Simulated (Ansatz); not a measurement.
Start from BeTe in the zinc blende structure (space group F-43m, No. 216; a = 5.554 Å). Axes: x, y, z lie along the cube axes.

Method: LDA (Ansatz, a program for electronic structure; PAW; 420 eV plane waves; no SOC).

Strains are applied to the cell and any free atomic positions relax.

One change was made to it. Results:

| quantity | base | after |
|---|---|---|
| pressure (mean of the normal stresses, compression positive) | 0.01 GPa | 0.01 GPa |
| shortest interatomic distance | 2.405 Å | 2.401 Å |

Which change produced these results?
A) tensor shear ε_xy = +1.71 %
B) tensor shear ε_xy = +2.00 %
C) tensor shear ε_xy = +0.57 %

C, tensor shear ε_xy = +0.57 %. For comparison, the shortest interatomic distance in the other runs: tensor shear ε_xy = +2.00 % gives 2.390 Å; tensor shear ε_xy = +1.71 % gives 2.392 Å.

Whether these cells are dynamically stable was not tested.
